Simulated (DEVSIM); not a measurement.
Si n+/n-/n+ resistor

Device: Si n+/n-/n+ resistor, at 300 K.

```csv
layer (left to right),material,thickness (μm),Nd (cm⁻³),τn (s),τp (s)
1,Si,0.0360,9.7e17,4.6e-6,4.6e-6
2,Si,2.80,1e14,4.6e-6,4.6e-6
3,Si,0.630,7e17,4.6e-6,4.6e-6
```

Left contact: ohmic. Right contact: ohmic. Voltage is applied to the left contact. Recombination: SRH at mid-gap. Mobility is μmin + (μ − μmin)/(1 + (N/Nref)^α).

The device is made up for the run: typed textbook-type constants, with dimensions and the other settings drawn at random. Values at 300 K.

| parameter | Si |
|---|---|
| gap (eV) | 1.124 |
| affinity (eV) | 4.05 |
| permittivity | 11.7 |
| Nc (cm⁻³) | 2.86e19 |
| Nv (cm⁻³) | 3.1e19 |
| μn (cm²/Vs) | 1417 |
| μp (cm²/Vs) | 470 |
| μn,min | 52 |
| μp,min | 45 |
| Nref,n | 9.7e16 |
| Nref,p | 2.2e17 |
| αn | 0.68 |
| αp | 0.72 |

Model (solved in DEVSIM): 1D drift-diffusion, Boltzmann statistics, complete ionisation; no tunnelling, impact ionisation, image-force lowering or self-heating.

The dark forward voltage at 100 A/cm² is 0.553 V.

Dark forward current:

(V (V), J (A/cm²)): (0.05, 7.7); (0.10, 15); (0.20, 32); (0.25, 40); (0.35, 58); (0.40, 68); (0.50, 89); (0.55, 99); (0.65, 120); (0.70, 130); (0.75, 150); (0.85, 170); (0.90, 190); (1.00, 220); (1.05, 230); (1.15, 260); (1.20, 280); (1.30, 310); (1.35, 330); (1.40, 350); (1.50, 380); (1.55, 400); (1.65, 440); (1.70, 460); (1.80, 500); (1.85, 530); (1.95, 570); (2.00, 590)
